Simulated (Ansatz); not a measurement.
**What C → Ge does to TiC**

Base system: TiC in the rock salt structure (space group Fm-3m, No. 225; a = 4.293 Å).

Modification: Ge takes the place of C on all its sites; the structure is relaxed again.

The values are results of plane-wave PAW DFT at the PBEsol level (Ansatz, a first-principles code, 420 eV), without spin-orbit coupling, not measurements. Settings: 16×16×16 k-points, 0.05 eV Fermi–Dirac smearing, for the changed cell.

```csv
quantity,base,changed,shift
volume per atom,9.89 Å³,16.82 Å³,+6.93 Å³
lattice parameter a,4.293 Å,5.124 Å,+0.831 Å
space group,Fm-3m (No. 225),Fm-3m (No. 225),–
band gap,zero,zero,–
```

Cost of the whole job for the changed cell (relaxation, final SCF and bands): very roughly 40 core-seconds.

Whether these cells are dynamically stable was not tested. As relaxed here, TiGe is a hypothetical phase, not in the database extracts checked. The final runs are not spin-polarised.
